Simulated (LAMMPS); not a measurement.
Simulation of Cu (fcc), 2048 atoms, at 810 K and 2 GPa, heated as the crystal.

All values are model results, not measurements: classical MD, pair style eam/alloy, file Cu_zhou.eam.alloy, run in LAMMPS.

Starting crystal:

```cif
data_Cu4
_chemical_formula_sum 'Cu4'
_space_group_name_H-M_alt 'Fm-3m'
_space_group_IT_number 225
_space_group_name_Hall '-F 4 2 3'
_cell_length_a 3.61000
_cell_length_b 3.61000
_cell_length_c 3.61000
_cell_angle_alpha 90.000
_cell_angle_beta 90.000
_cell_angle_gamma 90.000
loop_
_atom_site_label
_atom_site_type_symbol
_atom_site_symmetry_multiplicity
_atom_site_Wyckoff_symbol
_atom_site_fract_x
_atom_site_fract_y
_atom_site_fract_z
_atom_site_occupancy
Cu1 Cu 4 a 0.00000 0.00000 0.00000 1
```

Task: What does the simulation give for the state found, the coordination number, the density?

Result: state found: crystal; no diffusion seen in 30 ps; coordination number: 12.1 (counted to 3.14 Å); density: 8.8201 ± 0.0003 g/cm³.

Caution: a run this short can hold a crystal over, or a liquid under, the potential's own melting point, which these runs don't give.
